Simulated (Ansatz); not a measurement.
Consider NaF in the rock salt structure (space group Fm-3m, No. 225).

```xyz
2
Lattice="0.0000 2.3145 2.3145 2.3145 0.0000 2.3145 2.3145 2.3145 0.0000" Properties=species:S:1:pos:R:3 pbc="T T T"
Na     0.0000     0.0000     0.0000
F      2.3145     2.3145     2.3145
```

Computed with PBEsol in Ansatz (plane waves to 420 eV, PAW, without spin-orbit coupling).

Strains are applied to the cell and any free atomic positions relax.

One change was made to it. Results:

```json
[
 {"quantity": "band gap", "base": "6.20 eV", "after": "5.97 eV"},
 {"quantity": "energy relative to the base (free energy F)", "base": "0 meV/atom", "after": "+3.6 meV/atom"}
]
```

Q: Name the change that was made.
A. isotropic strain +1.50 %
B. isotropic strain +2.00 %
C. isotropic strain −2.00 %
D. isotropic strain +1.00 %

A: A, isotropic strain +1.50 %. For comparison, the band gap in the other runs: isotropic strain +1.00 % gives 6.05 eV; isotropic strain +2.00 % gives 5.90 eV; isotropic strain −2.00 % gives 6.53 eV.

No phonon test of stability was made.

Ansatz is a program for electronic structure.
